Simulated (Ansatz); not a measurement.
Take W in the bcc (W type) structure (space group Im-3m, No. 229; a = 3.135 Å; relaxed with 0.1 eV smearing) as the base. Axes: x, y, z lie along the cube axes.

All numbers come from LDA, PAW, 420 eV (Ansatz, a first-principles code; no SOC).

One thing is altered: every lattice vector is shortened by 2.50 %, atoms relaxed at fixed cell.

### Question
Predict the stress tensor and what it implies for the stiffness.

### Answer
Stress of the strained cell less that of the base (GPa, compression positive):
```
   29.8     0.0     0.0
    0.0    29.8     0.0
    0.0     0.0    29.8
```

Then B = −ΔP/(ΔV/V₀) with ΔV/V₀ = -0.0731 gives secant stiffness values (nonlinear terms included at this strain): B ≈ 407 GPa.

As a check, the harmonic strain energy −½ V₀ Δσ:ε is 110 meV/atom; the computed energy rise is 98 meV/atom.

Whether these cells are dynamically stable was not tested. The final runs are not spin-polarised.
